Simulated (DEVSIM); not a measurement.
System: abrupt InP p-n junction, at 250 K.

Layer 1 from the left is InP, thickness (μm) 6.30, Na (cm⁻³) 1e17, τn (s) 7e-10, τp (s) 7e-10. Layer 2 from the left is InP, thickness (μm) 9.40, Nd (cm⁻³) 3.3e14, τn (s) 7e-10, τp (s) 7e-10.

Left contact: ohmic. Right contact: ohmic. Voltage is applied to the left contact. Recombination: SRH at mid-gap. Mobility is μmin + (μ − μmin)/(1 + (N/Nref)^α).

Constants are typed, rounded textbook-type inputs, not results; the design itself was drawn at random and stands for no fabricated device. Values at 300 K; Nc and Nv go as T^1.5, mobilities as T to minus their exponent, the gap by Varshni's rule with the affinity fixed.

InP: gap (eV) 1.344, affinity (eV) 4.38, permittivity 12.5, Nc (cm⁻³) 5.7e17, Nv (cm⁻³) 1.1e19, μn (cm²/Vs) 5200, μp (cm²/Vs) 170, μn,min 400, μp,min 10, Nref,n 3e17, Nref,p 4.9e17, αn 0.47, αp 0.62, T exponent of μn 2, T exponent of μp 2, Varshni α (eV/K) 0.000363, Varshni β (K) 162.

**Question.** Estimate by hand the built-in potential, the peak field at zero bias, the capacitance at -1.5 V, and compare with a numerical solution.

**Answer.** 
- Built-in potential: ni = √(Nc Nv) exp(−Eg/2kT) = 37600 cm⁻³ with Eg = 1.360 eV; Vbi = kT/q ln(Na Nd/ni²) = 1.110 V; numerical 1.110 V.
- Peak field at zero bias: depletion approximation: W = √(2εVbi/(qN)) = 2.16 μm with N = 3.29e14 cm⁻³; field = 2Vbi/W = 10300 V/cm; numerical 17200 V/cm (estimate below by 40 %).
- Capacitance at -1.5 V: C = √(qεN / 2(Vbi + |V|)) = 3.34 nF/cm²; numerical 3.38 nF/cm² (estimate below by 1.2 %).

Simulated with DEVSIM: 1D drift-diffusion, Boltzmann statistics, complete ionisation; no tunnelling, impact ionisation, image-force lowering or self-heating.
